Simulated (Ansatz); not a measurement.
**Fermi-surface data of Sn (I4_1/amd)**

Data:

```
CELL_PARAMETERS angstrom
     -2.93075     2.93075     1.56572
      2.93075    -2.93075     1.56572
      2.93075     2.93075    -1.56572
ATOMIC_POSITIONS crystal
  Sn 0.75000 0.25000 0.50000
  Sn 0.00000 0.00000 0.00000
```

Computed with PBEsol, rigid bands (plane waves, PAW, scalar-relativistic; Ansatz, an electronic-structure program). Geometry: cell and atoms relaxed with PBEsol.

```json
{
  "density of states at the Fermi level": "0.935 states/(eV·cell), both spins",
  "bare Sommerfeld coefficient": "1.10 mJ/(mol of atoms·K²)",
  "drude_plasma_energy": "9.5 (x), 9.5 (y), 8.6 (z) eV",
  "root-mean-square Fermi velocity": "1.4e6 m/s",
  "resistivity times τ": "5.4 (x), 5.4 (y), 6.5 (z) ×10⁻²² Ω·m·s"
}
```

A metal at this level (no band gap); rigid bands, thermally averaged at 300 K, both spins. Spin-orbit coupling is left out. τ is one relaxation time for all states.
